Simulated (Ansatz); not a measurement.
```
Rh3Tl2S2
1.0
    2.81901     1.62756     4.63603
   -2.81901     1.62756     4.63603
    0.00000    -3.25511     4.63603
Tl Rh S
2 3 2
Direct
  0.00000   0.00000   0.00000
  0.50000   0.50000   0.50000
  0.50000   0.00000   0.00000
  0.00000   0.50000   0.00000
  0.00000   0.00000   0.50000
  0.71826   0.71826   0.71826
  0.28174   0.28174   0.28174
```

Rh$_{3}$Tl$_{2}$S$_{2}$ (R-3m), PBEsol, DFPT electron-phonon coupling, linearised Boltzmann equation (plane waves, PAW, scalar-relativistic; Ansatz, a quantum-chemistry and plane-wave program): the phonon-limited resistivity at 300 K is 101 μΩ·cm (x, the basal plane), 101 μΩ·cm (y, the basal plane), 72.4 μΩ·cm (z, c). Third figures are kept for the arithmetic.

Q: Bound the resistivity of a random, dense polycrystal without boundary scattering, and give the anisotropy.

A: Largest over smallest: 1.40. Upper bound, grains in series: (101 + 101 + 72.4)/3 = 91 μΩ·cm. Lower bound, grains side by side: 3/Σ(1/ρ) = 89 μΩ·cm. The best single-crystal direction lies 19 % under the lower bound.

Q: The current-weighted mean free path is 2.43 nm along x and 2.62 nm along z. How does ρ₀ℓ differ between these directions?

A: x: 101 × 2.43 = 25×10⁻¹⁶ Ω·m²; z: 72.4 × 2.62 = 19.0×10⁻¹⁶ Ω·m², a ratio of 1.29. The size effect in a wire also hangs on the velocities towards its walls, so the isotropic formulas don't carry over to this crystal.

A metal at this level (no band gap). Only scattering by harmonic phonons is included (no impurities, grain boundaries, electron-electron scattering or thermal expansion). Spin-orbit coupling is left out, which matters with elements this heavy. Values near or above 100 μΩ·cm, or paths under about 2 nm, lie near resistivity saturation, where the Boltzmann equation overshoots. Halving the electron mesh (20x20x20) moves the resistivity by up to 5 % at 300 K, the mean free path by up to 4 %. Smearing 0.20 eV; phonons on a 3x3x3 q mesh, which this run doesn't test.

Computed structure with no diffraction record at hand here (it may be known, metastable or hypothetical): Rh3Tl2S2 (R-3m).
